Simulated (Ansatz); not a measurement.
Cubic perovskite CsPbBr₃ (cubic high-temperature phase) was calculated with RPBE (PAW; Ansatz, a first-principles code).

Settings: plane-wave cutoff 520 eV, 6×6×6 k mesh, Fermi–Dirac smearing 0.01 eV, scalar-relativistic PAW data made under PBE.

Cell (relaxed at this level):

CsPbBr$_{3}$ is modelled in the cubic space group Pm-3m (No. 221), the cubic perovskite structure, Pearson symbol cP5. Cell: a = b = c = 6.1363 Å, α = β = γ = 90.00°. Cs on 1a is coordinated by 12 Br at 4.339 Å (cuboctahedral). Pb on 1b is surrounded by 6 Br at 3.068 Å (octahedral). Br on 3c is surrounded by 2 Pb at 3.068 Å and 4 Cs at 4.339 Å (octahedral). (Neighbours: up to the widest gap in distance over summed covalent radii, below 1.35, at either atom; cation-cation and far metal-metal contacts left out.)

**Question.** Estimate the bulk modulus B0, band gap, direct gap at Γ and pressure derivative B′ of the bulk modulus that the calculation returns.

**Answer.** 
- bulk modulus B0: 15.5 GPa
- band gap: 2.09 eV
- direct gap at Γ: 5.11 eV
- pressure derivative B′ of the bulk modulus: 4.6

Note: the cell is over a tenth larger than the published one: the level's own overestimate first of all, though another phase or state, or a fault of the published cell, is possible; the relaxation could not lower the start's symmetry, so the cell can be a saddle point above a distorted one.

Spin–orbit coupling is not included; with these elements it can move the gap by several tenths of an eV or more.

The computed numbers hold no vibrational or temperature effects.
